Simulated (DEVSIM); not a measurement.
Device: Au/Al2O3/n-Si capacitor, at 300 K.

| layer (left to right) | material | thickness (nm) | Nd (cm⁻³) |
|---|---|---|---|
| 1 | Al2O3 | 2.60 | - |
| 2 | Si | 760 | 5.7e17 |

Metal gate on the left, work function 5.1 eV. Fixed charge at the semiconductor interface 1.9e11 cm⁻² (in units of +e); no interface traps.

This is a model device: material constants are rounded textbook-type values typed into the input, and sizes, dopings and lifetimes were drawn at random. Values at 300 K.

```tsv
parameter	Al2O3	Si
gap (eV)	6.8	1.124
affinity (eV)	1.35	4.05
permittivity	9	11.7
Nc (cm⁻³)	-	2.86e19
Nv (cm⁻³)	-	3.1e19
```

Model (solved in DEVSIM): 1D Poisson equation in equilibrium, Boltzmann statistics, complete ionisation; no quantum confinement or tunnelling. Metal contacts follow the ideal Schottky-Mott rule: no Fermi-level pinning, no interface dipoles.

The gate work function was swept, all else fixed.

| gate work function (eV) | threshold voltage (band bending 2φF) (V) | flat-band voltage (V) |
|---|---|---|
| 4.8 | -0.42 | 0.64 |
| 4.95 | -0.26 | 0.79 |
| 5.1 | -0.12 | 0.94 |
| 5.25 | 0.04 | 1.09 |
| 5.4 | 0.18 | 1.24 |

From the first row to the last the threshold voltage (band bending 2φF) goes from -0.42 to 0.18. From the first row to the last the flat-band voltage goes from 0.64 to 1.24.
